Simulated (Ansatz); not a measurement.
## Input and output of a self-consistent single point for a sheet of LiBr (2 atoms in the cell) (Ansatz)

Method: PBE, harder PAW files (source: ansatz) (plane waves; Ansatz, a program for electronic structure).

This input was run:

Ansatz 0.2 input:
```yaml
# LiBr
crystal:
  lattice:
    - [4.08110300, 0.00000000, 0.00000000]
    - [-2.04055100, 3.53433900, 0.00000000]
    - [0.00000000, 0.00000000, 14.00000000]
  atoms:
    - { symbol: Li, position: [0.66666700, 0.33333300, 0.50000000] }
    - { symbol: Br, position: [0.33333300, 0.66666700, 0.50000000] }
basis:
  ecutwfc: 57.3 Ry
kpoints:
  mp_grid: { grid: [9, 9, 1] }
hamiltonian:
  xc: pbe
  pseudopotentials: { kind: paw, source: ansatz }
scf:
  occupations: { method: gaussian, width: 0.0073 Ry }
output:
  forces: true
  eigenvalues: true
  stress: true
```

Log, with long lists cut:

```
WARN the atoms were moved onto the symmetric positions of the space group found under crystal.symmetry.tolerance 1.0e-5 (fractional …
WARN basis.ecutwfc = 779.6062159475562 eV is below the records' recommended cutoff, and the density's cutoff is lower with it unless basis.ecutrho_ratio is …
WARN ansatz: RAYON_NUM_THREADS=1 ignored (pool sized by the plan → 1); use --threads N
Pseudopotentials: kind: paw
Pseudopotential: Li, paw, valence charge 3
Pseudopotential: Br, paw, valence charge 17
Crystal: 2 atoms, lattice volume = 201.936 Å³
Basis set: ecut = 779.6062159475562 eV, 10059 PW (Γ), exchange–correlation on 80×80×256 points (8 copies of the dense FFT grid, shifted against one another)
Bands: 14, of which v1, the nominal top of the filled ones, is band 10 counted from 1 (9 counted from 0)
Symmetry: 12 space group operations
Space group: P-6m2 (ITA 187), of the structure as read, at distance tolerance 5.9e-5 Å
k-points: 12 of 81 (time reversal used)
Initial density: superposition of atomic densities (neutral atoms: chi_scale 0, normalization atom)
Initial wavefunctions: pseudopotential atomic-orbital guess
Eigensolver: davidson
Functional: x = pbe(κ = 0.804, μ = 0.2195149727645171), c = pbe(β = 0.06672455060314922)
SCF iter   1: F=—  HF=-6344.800241 eV  |F-HF|=—  |Δ(HF+E_count)|=         —  Δρ=1.23e-2  dr2=7.27e-1  ethr=3.10e-3  ⟨swp⟩=7.6  Hψ=1179  notcnv=0
all-band conjugate gradients solve this SCF's bands
preconditioner: auto → Resta (q_TF=auto, 1.856 Å⁻¹)
SCF iter   2: F=—  HF=-6344.575669 eV  |F-HF|=—  |Δ(HF+E_count)|=   2.25e-1  Δρ=5.12e-3  dr2=9.60e-2  ethr=3.10e-3  ⟨swp⟩=2.0  Hψ=346  notcnv=0
SCF iter   3: F=—  HF=-6344.571224 eV  |F-HF|=—  |Δ(HF+E_count)|=   4.44e-3  Δρ=1.48e-3  dr2=8.76e-3  ethr=4.80e-4  ⟨swp⟩=3.0  Hψ=333  notcnv=0
SCF iter   4: F=—  HF=-6344.576028 eV  |F-HF|=—  |Δ(HF+E_count)|=   4.80e-3  Δρ=3.22e-4  dr2=1.90e-4  ethr=4.38e-5  ⟨swp⟩=2.0  Hψ=254  notcnv=0
SCF iter   5: F=—  HF=-6344.576428 eV  |F-HF|=—  |Δ(HF+E_count)|=   4.00e-4  Δρ=6.05e-5  dr2=5.18e-6  ethr=9.51e-7  ⟨swp⟩=2.0  Hψ=213  notcnv=0
SCF iter   6: F=—  HF=-6344.576452 eV  |F-HF|=—  |Δ(HF+E_count)|=   2.39e-5  Δρ=4.25e-6  dr2=2.54e-8  ethr=5.00e-10  ⟨swp⟩=8.8  Hψ=1102  notcnv=0
SCF iter   7: F=-6344.576452 eV  HF=-6344.576452 eV  |F-HF|=3.71e-9  |Δ(HF+E_count)|=   5.93e-8  Δρ=3.27e-7  dr2=1.88e-10  ethr=1.27e-10  ⟨swp⟩=3.8  Hψ=689  notcnv=0
SCF 1 converged in 7 iterations: F = -6344.576452 eV  dr2 = 1.88e-10
SCF converged after 7 iterations
Free energy (F): -6344.576452 eV
Harris-Foulkes:  -6344.576452 eV  (|F-HF|=3.71e-9)
Internal energy: -6344.576452 eV  (E = F + TS)
E sigma→0 (E₀):  -6344.576452 eV
Fermi energy:    -2.192038 eV
--- Per-component energies (eV) ---
  E_band       = -795.306841
  E_kinetic    = 268.037299
  E_local      = -7851.480986  (includes V_loc(G=0)·N_el)
  E_nonlocal   = -817.194100
  E_hartree    = 3432.379779
  E_xc         = -189.054201
  E_vxc        = -171.123316  (∫ρ·V_xc dr)
  E_paw        = -1621.837311  (= ΣΔE_a)
  E_vpaw       = 911.694601  (= ΣTr[D̂ρ^β])
  E_aug_tail   = -0.000049  (compensation charges beyond the density's cutoff)
  E_ewald      = 434.573117
  E_smearing   = -0.000000  (= −TS)
  E_closure    = 0.000000  (closes the sum)
  Σ components = -6344.576452   (vs F -6344.576452, Δ=0.00e0)
--- Forces (eV/Å), atoms counted from 1 ---
  atom   1  Li    -0.00000000     0.00000000     0.00000000
  atom   2  Br     0.00000000     0.00000000     0.00000000
  max |Σ_I F_I| component: 3.70e-17 eV/Å
--- Stress (GPa, compression-positive) ---
        0.862063      -0.000000      -0.000000
       -0.000000       0.862063       0.000000
       -0.000000       0.000000       0.000025
  P = ⅓ Tr σ = 0.5747 GPa (5.747 kbar)
  The stress holds the Pulay correction. Without it, at fixed plane waves, as pw.x and ABINIT print it: P = 0.5741 GPa
--- Band table (eV; the first three rows and the last of 12) ---
  k-point 0: bands = ["-63.0746", "-63.0746", "-63.0482", "-63.0482", "-63.0417", "-48.3347", "-17.3793", "-5.5378", "-5.0375", "-5.0375", "0.5365", "1.8782", "2.2581", "3.7254"]
  k-point 1: bands = ["-63.0746", "-63.0746", "-63.0482", "-63.0482", "-63.0417", "-48.3346", "-17.3638", "-5.4813", "-5.2454", "-5.1063", "0.7568", "1.9616", "2.4191", "3.6804"]
  k-point 2: bands = ["-63.0747", "-63.0746", "-63.0482", "-63.0482", "-63.0417", "-48.3343", "-17.3241", "-5.7147", "-5.3308", "-5.2708", "1.3076", "2.1458", "2.8368", "3.7360"]
  k-point 11: bands = ["-63.0746", "-63.0746", "-63.0482", "-63.0482", "-63.0417", "-48.3337", "-17.2242", "-6.4279", "-5.9221", "-4.9218", "2.5080", "3.8886", "4.5419", "4.6125"]
```

The run converged in 7 iterations.

The starting cell was generated: these elements placed on a structure prototype, without a prior relaxation; it need not be a known phase or ordering of this composition. Its lattice was rescaled in the plane by a random factor within 2.5 % of one. The cutoff lies below the one recommended for these files.
